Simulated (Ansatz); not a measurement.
**BaS: energy against strain**

BaS (rock salt, Fm-3m, 31.726 Å³/atom at rest) under an equal strain ε in the (111) plane with the normal axis free, as in a coherent film. PBEsol in Ansatz, a plane-wave DFT program (PAW, default set), 420 eV, 9×9×9 Γ-centred mesh, Fermi-Dirac smearing 0.05 eV; ions are relaxed within the symmetry of each cell.

Here s stands for strain and y for E less E0.

```
strain (%)  E less E0 (meV/atom)
----------  --------------------
-1.25                       2.28
-0.83                       1.01
-0.42                       0.26
0.00                        0.00
0.42                        0.24
0.83                        0.96
1.25                        2.16
2.50                           ?
```

Q: Using a parabola, estimate the missing y at s = 2.50 from the other rows, showing the fit.

A: Least squares gives y = 0.001 - 0.0412·s + 1.4210·s². Residuals (row less fit): 0.007, -0.004, -0.009, -0.001, 0.006, 0.014, -0.010; standard error 0.011 (degrees of freedom: 4). Twice the quadratic coefficient over the volume, 2 × 1.4210 meV × 10⁴ × 0.1602 / 31.726 Å³, is twice the biaxial elastic modulus of this plane = 144 ± 0.7 GPa. At the withheld row, y = 0.001 - 0.0412 × 2.50 + 1.4210 × 2.50² = 8.779 meV/atom. The calculation gives 8.51 meV/atom, 0.269 meV/atom below the prediction (3.2 % of the range of y in the table). The row lies outside the fitted rows, so this is an extrapolation. From the scatter of the fitted rows alone, a prediction at this place has a standard error of 0.042 meV/atom, so the miss is 6.4 times that.

One order more, fitted to all 13 runs of the series, follows each within 0.01, so the miss is the next term of a smooth law. Rows are the converged runs of the series near zero and its far end; series whose fitted rows scatter by over a few per cent of the range, as at a crossing or softening among them, aren't shown in this form. Most that stay on the fit to the last digits aren't either.
